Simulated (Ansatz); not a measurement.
System: fluorite CoSi2. Method: RPBE (Ansatz, an electronic-structure program, PAW).

Numerical settings: plane-wave cutoff 520 eV, 14×14×14 k mesh, Fermi–Dirac smearing 0.1 eV, perturbation theory, no spin polarisation, scalar-relativistic PAW data made under PBE.

Computed at the level's own relaxed cell.

```yaml
crystal:
  lattice:
    - [0.00000, 2.69492, 2.69492]
    - [2.69492, 0.00000, 2.69492]
    - [2.69492, 2.69492, 0.00000]
  atoms:
    - { symbol: Co, position: [0.00000, 0.00000, 0.00000] }
    - { symbol: Si, position: [0.25000, 0.25000, 0.25000] }
    - { symbol: Si, position: [0.75000, 0.75000, 0.75000] }
```

Harmonic phonon frequencies (cm⁻¹; i marks an imaginary mode):

```csv
q point,frequencies
Γ,0 0 0 321 321 321 325 325 325
X,176 176 255 265 265 277 361 367 367
L,109 109 291 304 304 331 342 347 347
```

No imaginary mode appears at these points.
